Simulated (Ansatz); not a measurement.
A short convergence ladder for ZrSeS (P3m1, 3 atoms in the cell)

```yaml
crystal:
  lattice:
    - [3.76127, 0.00000, 0.00000]
    - [-1.88064, 3.25736, 0.00000]
    - [0.00000, 0.00000, 6.25352]
  atoms:
    - { symbol: Zr, position: [0.00000, 0.00000, 0.01251] }
    - { symbol: Se, position: [0.66667, 0.33333, 0.75338] }
    - { symbol: S, position: [0.33333, 0.66667, 0.23411] }
```

Base method: LDA (PW92), default PAW files made with PBE (plane waves; Ansatz, a first-principles code).

Base settings: basis.ecutwfc = 420 eV; kpoints.mp_grid.grid = 8 8 4; hamiltonian.xc = lda; hamiltonian.pseudopotentials = {kind: paw} (the program's default PAW files); scf.occupations.method = fermi_dirac; scf.occupations.width = 0.02 eV.

Core times come from one kind of shared machine, to one figure; runs under 30 s give none.

**Zone-centre phonons against the cutoff**

In this ladder: scf.occupations.method = fixed; scf.occupations.width = default; phonons.method = dfpt; phonons.dielectric = true; phonons.rigid_motions = translations.

The mesh stays at the base's, so the ladder's end is converged at best in this setting alone.

Frequencies are those of the unrelaxed cell, without the LO-TO term of polar crystals.

Only quantities that move along the ladder and can be compared are tabulated.

ε∞ and Born charges come from denser meshes that the program picks itself.

```csv
basis.ecutwfc,highest zone-centre frequency (cm⁻¹),lowest optical frequency (cm⁻¹),largest Born charge (mean of the diagonal) (e),core time / last (rough)
210 eV,278.1,84.7,5.365,1
295 eV,287.3,95.1,5.411,1
355 eV,286.1,94.5,5.407,0.8
420 eV,286.0,94.1,5.405,1
```

Coarsest basis.ecutwfc that holds the largest Born charge (mean of the diagonal) within 0.005 e of the last step, with all finer ones: 355 eV; the step before is off by 0.006 e.

Coarsest basis.ecutwfc that holds the lowest optical frequency within 5 cm⁻¹ of the last step, with all finer ones: 295 eV; the step before is off by 9.4 cm⁻¹.

Coarsest basis.ecutwfc that holds the highest zone-centre frequency within 2 cm⁻¹ of the last step, with all finer ones: 295 eV; the step before is off by 7.9 cm⁻¹.

On the base run: the starting cell comes from a database of computed structures (which also holds hypothetical and non-ambient phases and stackings), without a prior relaxation at this level. Its lattice was rescaled by up to half a per cent. In the base run, with a pressure of about -5 GPa the cell is away from its equilibrium volume at this level.

Keys are those of Ansatz 0.2.
